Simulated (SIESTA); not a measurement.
Band structure of HgPPt5 (P4/mmm, 7 atoms in the cell).

```yaml
crystal:
  lattice:
    - [3.93904, 0.00000, 0.00000]
    - [0.00000, 3.93904, 0.00000]
    - [0.00000, 0.00000, 7.20984]
  atoms:
    - { symbol: Hg, position: [0.50000, 0.50000, 0.00000] }
    - { symbol: P, position: [0.00000, 0.00000, 0.50000] }
    - { symbol: Pt, position: [0.00000, 0.50000, 0.30307] }
    - { symbol: Pt, position: [0.00000, 0.50000, 0.69693] }
    - { symbol: Pt, position: [0.50000, 0.00000, 0.30307] }
    - { symbol: Pt, position: [0.50000, 0.00000, 0.69693] }
    - { symbol: Pt, position: [0.00000, 0.00000, 0.00000] }
```

Method of the run: SIESTA with GGA PBEsol, numerical atomic orbitals TZP, PseudoDojo PBEsol standard norm-conserving potentials (rewritten from UPF to PSML).

Settings: XC.functional = GGA; XC.authors = PBEsol; potentials = PseudoDojo PBEsol standard; PAO.BasisSize = TZP; PAO.EnergyShift = 0.01 Ry; MeshCutoff = 400 Ry; kgrid.MonkhorstPack = 6 6 3; OccupationFunction = FD; ElectronicTemperature = 1578.21 K; MaxSCFIterations = 150; SCF.Mixer.Method = Pulay; SCF.Mixer.Weight = 0.25; SCF.Mixer.History = 8; SCF.DM.Tolerance = 1.0E-04.

The starting cell comes from a database of computed structures (which also holds hypothetical and non-ambient phases and stackings), without a prior relaxation at this level. Spin-orbit coupling is off. Spin polarisation is off; with an odd number of electrons in the cell that forces a metal, and a magnetic state may lie lower. Values carry the incompleteness of an atom-centred basis.

Levels in eV from the Fermi level, bands 55 to 60:
```tsv
point	55	56	57	58	59	60
Γ	-0.75	-0.03	-0.03	0.42	0.47	2.39
X	-1.57	-0.78	-0.31	-0.28	0.11	0.92
M	-0.94	-0.70	-0.05	-0.05	0.47	1.36
Z	-0.02	0.42	0.47	1.07	2.13	2.13
R	-1.52	-1.40	-1.32	-0.61	2.00	2.55
A	-0.82	-0.79	-0.47	0.95	0.95	1.36
```

Bands cross the Fermi level along this path, so the cell is metallic at this level.

Higher empty bands are left out: an atom-centred basis made for the valence describes them poorly.
